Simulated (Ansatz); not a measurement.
Structures of equal composition on the (111) surface of fcc Pd: a layer of Sc in place of the second plane; a layer of Sc in place of the third plane. The slabs share one bottom face, and each structure is named by its start. These are constructed structures in small cells; real faces may alloy, dewet or reconstruct in larger ones, and not all known structures of the face are among them. Slabs of about 11 Å with all that they carry, Fermi-Dirac smearing of 0.1 eV. Bottom of the slabs: a bare face, its two planes held. Relaxed from the named starts with such symmetry as they have, on meshes of like density; energies extrapolated to zero smearing; no spin-orbit coupling, no U. Spin-polarised runs, if any, are marked in brackets, and their order is one that fits the cell; the others ran without spin.

Computed with PBE (plane waves to 420 eV, PAW; Ansatz, an electronic-structure program).

Q: Order them by energy per 1x1 cell (lowest first) at the level PBE.

A: a layer of Sc in place of the second plane (0.000 eV), a layer of Sc in place of the third plane (0.220 eV)
